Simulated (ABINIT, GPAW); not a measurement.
An ABINIT input for a self-consistent single point of MgTl (Pm-3m, 2 atoms in the cell) (DFT, LDA (PW92), plane waves, norm-conserving pseudopotentials (PseudoDojo nc-sr-04 LDA standard)):

```
# MgTl, PseudoDojo nc-sr-04 LDA standard
pp_dirpath "./"
pseudos "Mg.upf, Tl.upf"
acell 3*1.0
rprim
         6.8744456962    0.0000000000    0.0000000000
         0.0000000000    6.8744456962    0.0000000000
         0.0000000000    0.0000000000    6.8744456962
natom 2
ntypat 2
znucl 12 81
typat 1 2
xcart
         0.0000000000    0.0000000000    0.0000000000
         1.8189000000    1.8189000000    1.8189000000
      Angstrom
ecut 1143 eV
ixc 7
occopt 7
tsmear 0.00999582
nband 17
kptopt 1
ngkpt 7 7 7
nshiftk 1
shiftk 0 0 0
nstep 80
tolvrs 1.0e-10
prtwf 0
prtden 0
enunit 2
```

### Question
Write the same calculation as an input for GPAW.

### Answer
One input that does it (others would too):

```python
from ase import Atoms
from ase.units import GPa
from gpaw import GPAW

atoms = Atoms(['Mg', 'Tl'],
              cell=[[3.637800, 0.000000, 0.000000],
                    [0.000000, 3.637800, 0.000000],
                    [0.000000, 0.000000, 3.637800]],
              scaled_positions=[[0.000000, 0.000000, 0.000000],
                                [0.500000, 0.500000, 0.500000]],
              pbc=True)

calc = GPAW(mode={'name': 'pw', 'ecut': 800},
            xc='LDA',
            kpts=(7, 7, 7),
            occupations={'name': 'methfessel-paxton', 'width': 0.272, 'order': 0},
            nbands=-8,
            symmetry={'symmorphic': False, 'tolerance': 0.0005},
            maxiter=150)

atoms.calc = calc

energy = atoms.get_potential_energy()
print('Energy (eV):', round(energy, 6))
forces = atoms.get_forces()
print('Forces (eV/Ang):')
print(forces.round(5))
stress = atoms.get_stress()
print('Stress (GPa, Voigt):', (stress / GPa).round(4))
```

Basis settings and potentials, where a program has them, do not carry over. This input uses DFT LDA (Perdew-Wang 92), plane waves, GPAW PAW datasets LDA (gpaw-data 1.0.1). LDA parametrisations can differ slightly between programs. Both were run: pressure -2.65 GPa in ABINIT and -2.92 in GPAW.

On ABINIT: the starting cell comes from a database of computed structures (which also holds hypothetical and non-ambient phases and stackings), without a prior relaxation at this level.

On GPAW: the starting cell comes from a database of computed structures (which also holds hypothetical and non-ambient phases and stackings), without a prior relaxation at this level.
